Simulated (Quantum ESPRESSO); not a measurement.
σxx against uniaxial strain in rock-salt TiC (space group 225): C11 (Quantum ESPRESSO, LDA)

```xyz
2
Lattice="0.0000 2.1314 2.1314 2.0994 0.0000 2.1314 2.0994 2.1314 0.0000" Properties=species:S:1:pos:R:3 pbc="T T T"
Ti     0.0000     0.0000     0.0000
C      2.0994     2.1314     2.1314
```

Method of the run: LDA (PZ), GBRV 1.5 ultrasoft (LDA) pseudopotentials (plane waves; Quantum ESPRESSO 7.5). Settings: ecutwfc = 65 Ry; ecutrho = 520 Ry; occupations = smearing; smearing = fermi-dirac; degauss = 0.0036749 Ry; potentials = {Ti: ti_lda_v1.4.uspp.F.UPF, C: c_lda_v1.2.uspp.F.UPF}; K_POINTS = automatic 26 26 26 0 0 0; conv_thr = 1e-10 Ry. The cell above is the first row's. The rows stretch one cube axis (x) by the strain ε and hold the other two. Stress is positive in tension. In all rows fractional positions and the k mesh are held.

```csv
ε (%),σxx (GPa)
-1.5,-9.42
-1.0,-6.08
-0.5,-2.89
0.0,0.13
0.5,2.99
1.0,5.69
1.5,8.26
2.0,?
```

### Question
Fit σxx against ε with a parabola, and predict the withheld value at ε = 2.0.

### Answer
Least squares gives σxx = 0.127 + 5.8900·ε - 0.3152·ε². Residuals (row less fit): -0.003, -0.002, 0.007, 0.003, -0.003, -0.012, 0.007; standard error 0.008 (degrees of freedom: 4). The slope at ε = 0, 5.8900 GPa per cent, gives C11 ≈ 100 × 5.8900 = 589 GPa, for the static lattice. At the withheld row, σxx = 0.127 + 5.8900 × 2.0 - 0.3152 × 2.0² = 10.646 GPa. The calculation gives 10.68 GPa, 0.034 GPa above the prediction (0.2 % of the range of σxx in the table). The row lies outside the fitted rows, so this is an extrapolation. From the scatter of the fitted rows alone, a prediction at this place has a standard error of 0.015 GPa, so the miss is 2.2 times that.

Carrying the step between the two nearest rows on in a straight line would have given 10.83, off by 0.15; series whose last step already gives the withheld value aren't shown. The reference cell has the volume at which an earlier scan in this program and functional put its minimum by a fit. The runs keep the symmetry of the cell, so they don't test it for distortions. The unstrained cell stands at a pressure of -0.13 GPa, and the constants belong to that pressure. By symmetry this strain leaves no force on the atoms; the largest in the rows is 0.000 eV/Å. Spin polarisation is off. Without a gap such slopes are sensitive to mesh and smearing. Cutoffs and mesh are single choices, not tested for convergence of this quantity. Series with a scatter that would blur these digits, or in which a gap closes, are not shown. Strain series were run only where this level's volume lies within 10 % of a first guess from the measured size.
